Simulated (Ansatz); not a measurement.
**How the elastic constant C11 of L1₂ (Cu3Au-type) Al3Sc moves with the method**

No measured value is used here.

```
level (code)     value (GPa)  cell (Å³/atom)
---------------  -----------  --------------
LDA (Ansatz)             201           16.39
PBE (Ansatz)             180           17.30
PBEsol (Ansatz)            …           16.88
r²SCAN (Ansatz)          198           17.06
```

### Question
Some entries are withheld; supply them.

### Answer

- PBEsol (Ansatz, an electronic-structure program), value (GPa): 190

Each level is taken at its own relaxed cell. Cutoffs differ between the levels. Ansatz's density-functional and Hartree–Fock values are scalar-relativistic unless marked +SOC, with PAW data made under PBE.
